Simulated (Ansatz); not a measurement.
# How far to go with the plane-wave cutoff: SrCo₂P₂ (I4mm, 5 atoms in the cell)

```
Sr(CoP)2
1.0
   -1.89158     1.89158     5.71491
    1.89158    -1.89158     5.71491
    1.89158     1.89158    -5.71491
Sr Co P
1 2 2
Direct
  0.00438   0.00438   0.00000
  0.75000   0.25000   0.50000
  0.25000   0.75000   0.50000
  0.65404   0.65404   0.00000
  0.34596   0.34596   0.00000
```
Moments meant for the start (each program seeds them in its own way; μB, in the order of the atoms Sr Co Co P P): 0.0 3.0 3.0 0.0 0.0.

Method of the run: PBEsol, default PAW files made with PBE (plane waves; Ansatz, a program for electronic structure).

Base settings: basis.ecutwfc = 420 eV; kpoints.mp_grid.grid = 5 5 5; hamiltonian.xc = pbesol; hamiltonian.pseudopotentials = {kind: paw} (the program's default PAW files); magnetization.spin_polarized = true; scf.occupations.method = fermi_dirac; scf.occupations.width = 0.1 eV.

The second cell is the first with its lattice scaled by 0.98.

The mesh stays at the base's, so the ladder's end is converged at best in this setting alone.

The first pressure column holds Ansatz's estimate of the finite-basis (Pulay) stress, which hides part of the cutoff error; the other is without it.

Only quantities that move along the ladder and can be compared are tabulated.

The count of work is k-points × plane waves × bands × iterations; it is no time. 

The starting cell comes from a database of computed structures (which also holds hypothetical and non-ambient phases and stackings), without a prior relaxation at this level. Its lattice was rescaled by up to half a per cent. One atom was moved a little off its site on purpose. The moments shrank to a small part of their start, a low-spin state that need not be the lowest. Without a gap this mesh is coarse (it stands for a supercell whose shortest vector is 19 Å).

| basis.ecutwfc | free energy less the last step's (meV/atom) | energy of the compressed cell less the first (meV/atom) | pressure (GPa) | pressure without the Pulay estimate (GPa) | largest difference of a force vector from the last step's (eV/Å) | count of work / last |
|---|---|---|---|---|---|---|
| 145 eV | 51064.02 | -151.26 | -3.76 | -1556.47 | 2.861 | 0.055 |
| 170 eV | 22896.89 | -5.01 | -0.88 | -812.96 | 0.276 | 0.068 |
| 190 eV | 12201.63 | -172.73 | -9.30 | -485.03 | 0.642 | 0.088 |
| 210 eV | 6441.06 | 83.68 | -3.44 | -287.70 | 0.553 | 0.12 |
| 230 eV | 3344.25 | 38.53 | -0.24 | -168.72 | 0.324 | 0.12 |
| 250 eV | 1668.61 | 40.04 | -0.37 | -96.20 | 0.121 | 0.11 |
| 295 eV | 315.06 | 13.43 | -1.78 | -25.97 | 0.012 | 0.16 |
| 335 eV | 55.64 | 14.07 | -1.60 | -7.38 | 0.024 | 0.20 |
| 380 eV | 5.85 | 13.28 | -1.68 | -2.37 | 0.006 | 0.23 |
| 420 eV | 1.70 | 13.12 | -1.72 | -1.79 | 0.001 | 0.27 |
| 460 eV | 1.17 | 13.09 | -1.73 | -1.76 | 0.000 | 0.29 |
| 505 eV | 0.77 | 13.11 | -1.72 | -1.75 | 0.000 | 0.36 |
| 565 eV | 0.50 | 13.12 | -1.72 | -1.73 | 0.000 | 0.42 |
| 630 eV | 0.29 | 13.11 | -1.72 | -1.74 | 0.000 | 0.45 |
| 735 eV | 0.08 | 13.11 | -1.72 | -1.73 | 0.000 | 0.63 |
| 840 eV | 0.05 | 13.11 | -1.72 | -1.72 | 0.000 | 0.76 |
| 1010 eV | 0.00 | 13.10 | -1.72 | -1.73 | 0.000 | 1.0 |

Coarsest basis.ecutwfc that holds the pressure without the Pulay estimate within 0.5 GPa of the last step, with all finer ones: 420 eV, at 0.27 of the last step's count of work; the step before is off by 0.65 GPa.

Coarsest basis.ecutwfc that holds the forces within 0.02 eV/Å of the last step, with all finer ones: 380 eV, at 0.23 of the last step's count of work; the step before is off by 0.024 eV/Å.

Coarsest basis.ecutwfc that holds the free energy within 1 meV/atom of the last step, with all finer ones: 505 eV, at 0.36 of the last step's count of work; the step before is off by 1.2 meV/atom.

The energy difference between the two cells stays within 1 meV/atom of the last step's from 295 eV on, the total only from 505 eV on: much of the error is common to both cells and cancels.

At the lowest cutoff the pressure without the Pulay estimate lies 1550 GPa under the last step's, the usual sign of Pulay stress in an incomplete plane-wave basis.

Keys are those of Ansatz 0.2.
